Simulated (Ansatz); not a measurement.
Consider the following.

```
CELL_PARAMETERS angstrom
      3.91276     0.00000     0.00000
     -1.95638     3.38855     0.00000
      0.00000     0.00000    19.09986
ATOMIC_POSITIONS crystal
  Zr 0.00000 0.00000 0.50000
  Se 0.33333 0.66667 0.58008
  Se 0.66667 0.33333 0.41992
```

The numbers are results of PBE with spin-orbit coupling, rigid bands (plane waves, PAW; Ansatz, a first-principles code), not measurements. Condition of this run: biaxial strain +3 % with spin-orbit coupling. How the cell was made: cell and atoms relaxed with PBE, then loaded as said.

**Question.** Predict the hole conductivity mass (n e² τ/σ) at 300 K, by direction if it differs.

**Answer.** 0.20 mₑ.

**Question.** What conductivity effective mass do dilute electrons have at 300 K?

**Answer.** 0.50 mₑ.

**Question.** And the band gap?

**Answer.** 0.68 eV at this level; semilocal functionals usually fall short of the measured gap.

Rigid bands, one relaxation time for all states, no polarons.

Model free-standing layer, not matched to a measured one here: monolayer ZrSe2.
